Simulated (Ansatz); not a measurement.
## Si under a change: pressure 3 GPa

Consider Si in the diamond structure (space group Fd-3m, No. 227; a = 5.444 Å).

The change: a hydrostatic pressure of 3 GPa.

Method: Ansatz (a quantum-chemistry and plane-wave program), r2SCAN, PAW, cutoff 500 eV, spin-orbit coupling left out, earlier PAW set. k-mesh 10×10×10 (Γ-centred); smearing 0.05 eV (Fermi–Dirac).

* **Density**: 2.38 g/cm³ (base 2.31 g/cm³)
* **Lattice parameter a**: 5.391 Å (base 5.444 Å)
* **Shortest interatomic distance**: 2.335 Å (base 2.357 Å)
* **Band gap**: 0.72 eV (base 0.78 eV)
* **Gap character**: indirect, Γ → Γ–X (87 % along) (base indirect, Γ → Γ–X (87 % along))
* **Smallest direct gap**: 2.75 eV (base 2.74 eV)
* **Mean gap deformation potential ΔEg/Δln V**: +1.8 eV
* **Width of the top valence band**: 4.13 eV (base 4.00 eV)
* **Electron mass**: 0.91 mₑ along k, 0.19 mₑ across (off the special points) (base 0.91 mₑ along k, 0.19 mₑ across (off the special points))
* **Hole mass (degenerate bands, along [100])**: 0.18, 0.25, 0.25 mₑ (at Γ) (base 0.17, 0.25, 0.25 mₑ (at Γ))
* **Valley order (the lowest conduction-band minima on the path, energy above the VBM, named in the base's zone)**: a point along ⟨100⟩, about 1.0 Å⁻¹ from Γ 0.72 eV; L along ⟨111⟩ 1.96 eV (base a point along ⟨100⟩, about 1.0 Å⁻¹ from Γ 0.78 eV; L along ⟨111⟩ 1.84 eV)

Load acts through the strain it causes; cell and atoms are relaxed under it. Effective masses come from finite differences of ±0.01 Å⁻¹. Along k means along the line from Γ to the band edge. Stability against distortions was not tested. Tetrahedral semiconductors of this kind turn to denser phases somewhere between about 1 and 50 GPa; those were not computed, so compressed cells here can lie past the real transition.
